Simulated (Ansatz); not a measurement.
**TiAl, pressure series**

The reference is TiAl (space group P4/mmm, No. 123).

```
CELL_PARAMETERS angstrom
      2.81288     0.00000     0.00000
      0.00000     2.81288     0.00000
      0.00000     0.00000     4.05874
ATOMIC_POSITIONS crystal
  Al 0.50000 0.50000 0.50000
  Ti 0.00000 0.00000 0.00000
```

Cell and atoms are relaxed at each pressure.

The values are results of r2SCAN/PAW in Ansatz (a program for electronic structure), scalar-relativistic without spin-orbit coupling, earlier PAW set, not measurements.

```json
[
 {"P (GPa)": "-2.01", "V (Å³/atom)": "16.335"},
 {"P (GPa)": "-1.01", "V (Å³/atom)": "16.194"},
 {"P (GPa)": "0.89", "V (Å³/atom)": "15.941"},
 {"P (GPa)": "2.09", "V (Å³/atom)": "15.792"},
 {"P (GPa)": "4.50", "V (Å³/atom)": "15.509"},
 {"P (GPa)": "8.99", "V (Å³/atom)": "15.039"},
 {"P (GPa)": "14.99", "V (Å³/atom)": "14.500"},
 {"P (GPa)": "22.50", "V (Å³/atom)": "13.931"},
 {"P (GPa)": "30.00", "V (Å³/atom)": "13.448"}
]
```

Task: Fit a third-order Birch–Murnaghan equation of state.

Result: Least squares on P(V) = (3B₀/2)[(V₀/V)^(7/3) − (V₀/V)^(5/3)]·[1 + (3/4)(B₀′ − 4)((V₀/V)^(2/3) − 1)] gives V₀ = 16.06 Å³/atom, B₀ = 121 GPa and B₀′ = 3.8.

Load acts through the strain it causes; cell and atoms are relaxed under it. No phonon test of stability was made. No other phases were tried under pressure. The final runs are not spin-polarised.
